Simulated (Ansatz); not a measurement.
# BiSb in the zinc blende structure (space group F-43m, No. 216; a hypothetical phase, not in the database extracts checked)

```yaml
crystal:
  lattice:
    - [0.00000, 3.54636, 3.54636]
    - [3.54636, 0.00000, 3.54636]
    - [3.54636, 3.54636, 0.00000]
  atoms:
    - { symbol: Sb, position: [0.75000, 0.75000, 0.75000] }
    - { symbol: Bi, position: [0.00000, 0.00000, 0.00000] }
```

Calculations: Ansatz (a program for electronic structure) r2SCAN, no spin-orbit coupling. k-mesh 11×11×11 (Γ-centred); smearing 0.05 eV (Fermi–Dirac).

| Quantity | Result |
|---|---|
| Volume per atom | 44.60 Å³ |
| Density | 6.16 g/cm³ |
| Band gap | zero |
| Total energy | -9454.810 eV/atom (σ→0; compares only within this code and set-up) |

No phonon test of stability was made. The final runs are not spin-polarised.
